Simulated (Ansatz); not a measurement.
The starting structures come from a database of crystals and need not be the phases stable at ambient conditions.

Tunnelling through a barrier is set by its complex band structure: the current falls as exp(−2κd) with the smallest κ.

Data:

```
CELL_PARAMETERS angstrom
      4.86018     0.00000     0.00000
      0.00000     6.87333     0.00000
      0.00000     3.43667     3.43667
ATOMIC_POSITIONS crystal
  Ca 0.50000 0.00000 0.50000
  Ca 0.50000 0.50000 0.50000
  Ca 0.00000 0.50000 0.00000
  Sb 0.00000 0.00000 0.00000
  N  0.50000 0.50000 0.00000
```

Space group of this cell: Pm-3m, anti-perovskite. The cell is taken as given; by PBEsol its mean pressure is -2.1 GPa.

Transport runs along the normal of the first two printed cell vectors, the (110) plane of the conventional cell.

The gap is the functional's own, uncorrected, and κ follows it; spin-orbit coupling is left out. Mid-gap values are interpolated between the computed energies.

Task: Give the band gap and the smallest decay constant κ at mid-gap that Ansatz (a quantum-chemistry and plane-wave program) with PBEsol yields.

Result: Gap 0.39 eV on a 10×10×10 mesh; κ = 0.057 1/Å, at the zone centre.
